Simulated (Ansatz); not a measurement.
The reference is C in the graphite type structure (space group P6_3/mmc, No. 194; a = 2.458 Å, c = 6.565 Å; layered, stacked along the Cartesian z axis).

All numbers come from plane-wave PAW DFT at the PBEsol-D3(BJ) level (Ansatz, an electronic-structure program, 420 eV), scalar-relativistic without spin-orbit coupling, earlier PAW set.

Base values:

* **Shortest interatomic distance**: 1.419 Å

It is then changed as follows: a free-standing slab of 3 layers (6 atoms, 2 a layer) is cut normal to the stacking axis, with 15 Å of vacuum and the in-plane cell relaxed.

What does the calculation give for the excess energy per area of both faces after the change?

The excess energy per area of both faces (slab less bulk energy over the cell's area: twice a surface energy) is 0.4 J/m² (uncertain by up to 0.2 J/m²).

Estimate the effect on the thickness between the outermost nuclei.

The thickness between the outermost nuclei is 6.63 Å.

Estimate the effect on the shortest interatomic distance.

The shortest interatomic distance stays 1.419 Å.

Slab and bulk use different k-meshes, which limits the precision of the excess energy. Whether these cells are dynamically stable was not tested.
